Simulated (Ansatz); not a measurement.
**How the bulk modulus of PdSb (model structure, started from the CoSn type, P6/mmm, No. 191, 6 atoms in the cell) moves with the method**

No measured value is used here.

```json
[
 {"level (code)": "LDA (Ansatz)", "value (GPa)": "123", "cell (Å³/atom)": "20.27"},
 {"level (code)": "PBE (Ansatz)", "value (GPa)": "96.6", "cell (Å³/atom)": "21.81"},
 {"level (code)": "PBEsol (Ansatz)", "value (GPa)": "___", "cell (Å³/atom)": "20.77"},
 {"level (code)": "r²SCAN (Ansatz)", "value (GPa)": "105", "cell (Å³/atom)": "21.28"}
]
```

Question: Complete the blanks.

Answer: 
- PBEsol (Ansatz, an electronic-structure program), value (GPa): 114

The crystal itself was run without spin with r²SCAN; a magnetic state was not tried in these runs. LDA, PBE, PBEsol, r²SCAN: the bulk modulus is −V dP/dV from two relaxed cells at ±2 % in volume. Each level is taken at its own relaxed cell. Cutoffs differ between the levels. Ansatz's density-functional and Hartree–Fock values are scalar-relativistic unless marked +SOC, with PAW data made under PBE.

A model structure was made by putting elements into a prototype or built by hand; it is no filed structure, need not be a known phase, and can be a saddle point held by its symmetry.
